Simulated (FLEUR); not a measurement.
## Short convergence ladders for MoS2 (R3m, 3 atoms in the cell)

```xyz
3
Lattice="1.6001 0.9238 6.5145 -1.6001 0.9238 6.5145 0.0000 -1.8476 6.5145" Properties=species:S:1:pos:R:3 pbc="T T T"
Mo     0.0000     0.0000    19.5892
S      0.0000     0.0000     8.0702
S      0.0000     0.0000     4.9504
```

Base method: PBE, all-electron FLAPW (FLEUR), scalar-relativistic valence in FLEUR.

Base settings: Kmax = 4 1/bohr; GmaxXC = 16 1/bohr; xcFunctional = pbe; jspins = 1; l_soc = F; mode = hist; fermiSmearingEnergy = 0.00036749 Htr; mesh (inpgen div1-3) = 3 3 3; inpgen gamma flag = false; Gmax = 16 1/bohr.

Core times come from one kind of shared machine, to one figure; runs under 30 s give none.

**The setting Gmax**

Moved along: GmaxXC.

The mesh stays at the base's, so the ladder's end is converged at best in this setting alone.

Only quantities that move along the ladder and can be compared are tabulated; the gap is left out on so coarse a mesh.

| Gmax | free energy less the last step's (meV/atom) | core time / last (rough) |
|---|---|---|
| 8.8 1/bohr | 1.01 | 0.2 |
| 10 1/bohr | -2.36 | 0.3 |
| 12 1/bohr | 0.46 | 0.4 |
| 14 1/bohr | -0.09 | 0.6 |
| 16 1/bohr | 0.02 | 0.6 |
| 18 1/bohr | 0.00 | 0.9 |
| 20 1/bohr | 0.00 | 1 |

Coarsest Gmax that holds the free energy within 2 meV/atom of the last step, with all finer ones: 12 1/bohr, at about 0.4 of the last step's time; the step before is off by 2.4 meV/atom.

**The density cutoff**

Moved along: GmaxXC.

The mesh stays at the base's, so the ladder's end is converged at best in this setting alone.

Only quantities that move along the ladder and can be compared are tabulated; the gap is left out on so coarse a mesh.

| Gmax | free energy less the last step's (meV/atom) | core time / last (rough) |
|---|---|---|
| 8 1/bohr | 12.78 | 0.4 |
| 8.9 1/bohr | 0.50 | 0.6 |
| 9.8 1/bohr | -2.63 | 0.5 |
| 11.3 1/bohr | 0.83 | 0.6 |
| 12.6 1/bohr | -0.05 | 0.7 |
| 13.9 1/bohr | -0.12 | 1.0 |
| 16 1/bohr | 0.00 | 1 |

Coarsest Gmax that holds the free energy within 2 meV/atom of the last step, with all finer ones: 11.3 1/bohr; the step before is off by 2.6 meV/atom.

On the base run: the starting cell comes from a database of computed structures (which also holds hypothetical and non-ambient phases and stackings), without a prior relaxation at this level. Its lattice was rescaled by up to half a per cent. One atom was moved a little off its site on purpose. Values depend on the basis (sphere radii, cutoffs, local orbitals), which need not be converged. In the base run, forces exceed 1 eV/Å.
